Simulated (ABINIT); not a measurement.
**Relaxation of cell and atoms of ZrB2 (P6/mmm, 3 atoms in the cell) at several settings**

```
CELL_PARAMETERS angstrom
      3.18969     0.00000     0.00000
     -1.59485     2.76235     0.00000
      0.00000     0.00000     3.57726
ATOMIC_POSITIONS crystal
  Zr 0.00000 0.00000 0.00000
  B  0.33333 0.66667 0.50000
  B  0.66667 0.33333 0.50000
```

Base: PBE, PAW (JTH v2.0 PBE PAW) in ABINIT. Its settings: pseudos = [Zr.GGA_PBE-JTH.xml, B.GGA_PBE-JTH.xml]; ecut = 544 eV; pawecutdg = 1088 eV; occopt = 6; tsmear = 0.00183747 Ha; ngkpt = 8 8 6; nshiftk = 1; shiftk = 0 0 0; potentials = JTH v2.0 PBE PAW; nband = 14; kptopt = 1; nstep = 100; tolvrs = 1e-12. Starting volume 10.51 Å³ per atom.

Each line gives the change from the base single point and the result:

- ionmov: default → 2; ntime: default → 40; tolmxf: default → 5e-05 Ha/bohr; optcell: default → 2; dilatmx: default → 1.08; ecutsm: default → 0.5 Ha; strtarget: default → -0.000169947 -0.000169947 -0.000169947 0 0 0 Ha/bohr3: pressure 5.00 GPa; final cell a = b = 3.1512 Å, c = 3.5148 Å, α = β = 90.00°, γ = 120.00°; final volume per atom 10.08 Å³; relaxation steps 5; free energy against the base single point -0.2 meV/atom.
- vdw_xc: default → 7; vdw_tol: default → 1e-10 Ha; ionmov: default → 2; ntime: default → 40; tolmxf: default → 5e-05 Ha/bohr; optcell: default → 2; dilatmx: default → 1.08; ecutsm: default → 0.5 Ha [DFT, PBE-D3(BJ), plane waves, PAW (JTH v2.0 PBE PAW)]: pressure 0.00 GPa; final cell a = 3.145 Å, b = 3.145 Å, c = 3.509 Å, α = 90.00°, β = 90.00°, γ = 120.00°; final volume per atom 10.02 Å³; relaxation steps 6.
- ecut: 544 eV → 762 eV; pawecutdg: 1088 eV → 1524 eV; ionmov: default → 2; ntime: default → 40; tolmxf: default → 5e-05 Ha/bohr; optcell: default → 2; dilatmx: default → 1.08; ecutsm: default → 0.5 Ha: pressure 0.00 GPa; final cell a = b = 3.1712 Å, c = 3.5411 Å, α = β = 90.00°, γ = 120.00°; final volume per atom 10.28 Å³; relaxation steps 5; free energy against the base single point -8.6 meV/atom.

The starting cell comes from a database of computed structures (which also holds hypothetical and non-ambient phases and stackings), without a prior relaxation at this level. Its lattice was rescaled by a random factor within 2.5 % of one.

These are the values that this program gave, and no reference: the one-centre exchange-correlation terms come from a truncated expansion.
